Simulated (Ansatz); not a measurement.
**A computed series for BaTiO3: response to strain**

Consider BaTiO₃ in the cubic perovskite structure (space group Pm-3m, No. 221; a = 3.9699 Å). Axes: x, y, z lie along the cube axes.

Strains are applied to the cell and any free atomic positions relax; under biaxial strain the out-of-plane vector relaxes too.

The values are results of Ansatz (a quantum-chemistry and plane-wave program) PBEsol, scalar-relativistic without spin-orbit coupling, not measurements.

Notes on the quantities. energy relative to the base: free energy F.

| change | ratio −ε⊥/ε∥ | gap character | energy relative to the base |
|---|---|---|---|
| base | – | – | 0 meV/atom |
| biaxial strain −2.50 %, plane normal [111], relaxed out of plane | 0.59 | direct at Γ | (withheld) |
| biaxial strain −2.00 %, plane normal [111], relaxed out of plane | 0.58 | direct at Γ | +13 meV/atom |
| biaxial strain −1.50 %, plane normal [111], relaxed out of plane | 0.58 | indirect, T → Γ | (withheld) |
| biaxial strain −1.00 %, plane normal [111], relaxed out of plane | (withheld) | indirect, T → Γ | (withheld) |
| biaxial strain −0.50 %, plane normal [111], relaxed out of plane | – | indirect, T → Γ | +0.7 meV/atom |

Q: What belongs in the blanks?

A: 
- biaxial strain −2.50 %, plane normal [111], relaxed out of plane, energy relative to the base: +20 meV/atom
- biaxial strain −1.50 %, plane normal [111], relaxed out of plane, energy relative to the base: +7.0 meV/atom
- biaxial strain −1.00 %, plane normal [111], relaxed out of plane, ratio −ε⊥/ε∥: 0.57
- biaxial strain −1.00 %, plane normal [111], relaxed out of plane, energy relative to the base: +3.1 meV/atom

Whether these cells are dynamically stable was not tested. The final runs are not spin-polarised. Many cubic perovskites are stable only at high temperature; tilts and polar distortions were not tested. This is not the structure that BaTiO3 has at room temperature and ambient pressure. k-point labels follow each cell's own Brillouin zone.
